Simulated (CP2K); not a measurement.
Band structure of MgSn5 (Cm, 6 atoms in the cell).

```xyz
6
Lattice="6.5300 0.0000 0.0000 5.6389 3.2930 0.0000 -2.1265 -0.5754 7.5302" Properties=species:S:1:pos:R:3 pbc="T T T"
Mg     4.1431     1.1211     2.0908
Sn    12.1184     3.2793     0.0416
Sn     7.4436     2.0143     2.5039
Sn    -0.6660    -0.1802     4.5468
Sn     2.6529     0.7179     5.0081
Sn     6.8182     1.8451     7.1444
```

Method of the run: PBEsol, GPW, DZVP-MOLOPT-PBE-GTH basis, GTH-PBE potentials (POTENTIAL_UZH) (CP2K).

Settings: CUTOFF = 1000 Ry; REL_CUTOFF = 40 Ry; SMEAR/METHOD = METHFESSEL_PAXTON; SIGMA = 0.05 eV; KPOINTS/SCHEME = MONKHORST-PACK 5 5 3; XC_FUNCTIONAL = PBE:PBESOL; Mg/BASIS_SET = DZVP-MOLOPT-PBE-GTH-q10; Mg/POTENTIAL = GTH-PBE-q10; Sn/BASIS_SET = DZVP-MOLOPT-PBE-GTH-q14; Sn/POTENTIAL = GTH-PBE-q14; METHOD = GPW; EPS_DEFAULT = 1e-10; EXTRAPOLATION = USE_GUESS; NGRIDS = 5.

The starting cell comes from a database of computed structures (which also holds hypothetical and non-ambient phases and stackings), without a prior relaxation at this level. Values carry the incompleteness of an atom-centred basis. The potentials were made for another functional than the one used.

Levels in eV from the Fermi level, bands 36 to 41:
```
point     36     37     38     39    40    41
-----  -----  -----  -----  -----  ----  ----
Γ      -4.11  -1.20  -1.06   0.60  1.09  1.53
Y      -1.52  -0.91  -0.73  -0.06  0.38  2.14
F      -3.03  -1.37  -1.10  -0.45  0.24  2.51
L      -1.69  -1.32  -1.03  -0.36  0.95  1.32
Z      -3.45  -3.10  -2.14  -1.56  2.89  3.21
```

Bands cross the Fermi level along this path, so the cell is metallic at this level.

Higher empty bands are left out: an atom-centred basis made for the valence describes them poorly.
